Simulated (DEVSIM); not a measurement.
Structure: Cr/Al2O3/p-Ge capacitor, at 250 K.

| layer (left to right) | material | thickness (nm) | Na (cm⁻³) |
|---|---|---|---|
| 1 | Al2O3 | 3.70 | - |
| 2 | Ge | 2500 | 5.8e16 |

Metal gate on the left, work function 4.5 eV. Fixed charge at the semiconductor interface 0 cm⁻² (in units of +e); interface traps 2.9e10 cm⁻² eV⁻¹, uniform in energy, neutral level at 0.5 of the gap above the valence band.

This is a model device: material constants are rounded textbook-type values typed into the input, and sizes, dopings and lifetimes were drawn at random. Values at 300 K; Nc and Nv go as T^1.5, mobilities as T to minus their exponent, the gap by Varshni's rule with the affinity fixed.

```tsv
parameter	Al2O3	Ge
gap (eV)	6.8	0.664
affinity (eV)	1.35	4
permittivity	9	16
Nc (cm⁻³)	-	1.04e19
Nv (cm⁻³)	-	6e18
Varshni α (eV/K)	-	0.000477
Varshni β (K)	-	235
```

DEVSIM, 1D Poisson equation in equilibrium, Boltzmann statistics, complete ionisation; no quantum confinement or tunnelling. Metal contacts follow the ideal Schottky-Mott rule: no Fermi-level pinning, no interface dipoles.

Q: Tabulate band edges, carrier densities and field at 0.25 V on the gate.

A: Energies count from the Fermi level of the right contact; mesh points crowd at the junctions.

```csv
x (μm),Ec (eV),Ev (eV),n (cm⁻³),p (cm⁻³),field (V/cm)
0.000,2.900,-3.900,< 1e2,< 1e2,110000
0.0009500,2.910,-3.890,< 1e2,< 1e2,110000
0.002151,2.923,-3.877,< 1e2,< 1e2,110000
0.003280,2.935,-3.865,< 1e2,< 1e2,110000
0.004675,0.296,-0.387,8.7e12,7.1e10,60000
0.006889,0.309,-0.374,4.7e12,1.3e11,58000
0.01140,0.334,-0.349,1.4e12,4.3e11,55000
0.02620,0.409,-0.274,4.5e10,1.4e13,46000
0.05072,0.501,-0.182,6.3e8,9.9e14,30000
0.1007,0.579,-0.104,1.7e7,3.6e16,5100
0.2024,0.589,-0.094,1.1e7,5.8e16,22
0.5362,0.589,-0.094,1.1e7,5.8e16,≈ 0
1.089,0.589,-0.094,1.1e7,5.8e16,≈ 0
1.777,0.589,-0.094,1.1e7,5.8e16,≈ 0
2.223,0.589,-0.094,1.1e7,5.8e16,≈ 0
2.371,0.589,-0.094,1.1e7,5.8e16,≈ 0
2.439,0.589,-0.094,1.1e7,5.8e16,≈ 0
2.473,0.589,-0.094,1.1e7,5.8e16,≈ 0
2.492,0.589,-0.094,1.1e7,5.8e16,≈ 0
2.499,0.589,-0.094,1.1e7,5.8e16,≈ 0
2.502,0.589,-0.094,1.1e7,5.8e16,≈ 0
2.504,0.589,-0.094,1.1e7,5.8e16,≈ 0
```
